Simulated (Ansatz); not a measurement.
The reference is TiC in the rock salt structure (space group Fm-3m, No. 225; relaxed with 0.1 eV smearing).

```yaml
crystal:
  lattice:
    - [0.00000, 2.14668, 2.14668]
    - [2.14668, 0.00000, 2.14668]
    - [2.14668, 2.14668, 0.00000]
  atoms:
    - { symbol: Ti, position: [0.00000, 0.00000, 0.00000] }
    - { symbol: C, position: [0.50000, 0.50000, 0.50000] }
```

Computed with DFT with PBEsol, PAW potentials and a 420 eV plane-wave cutoff in Ansatz (a quantum-chemistry and plane-wave program), no SOC.

Base values:

```
Item       Result
--------  -------
Pressure  0.0 GPa
```

One thing is altered: an isotropic linear strain of −2.50 %; the atoms relax in the strained cell.

Question: What does the calculation give for the pressure after the change?

Answer: The pressure goes from zero to 23.6 GPa.

Question: Predict the new energy relative to the base.

Answer: The energy rises by 50 meV/atom.

No phonon test of stability was made. The final runs are not spin-polarised.
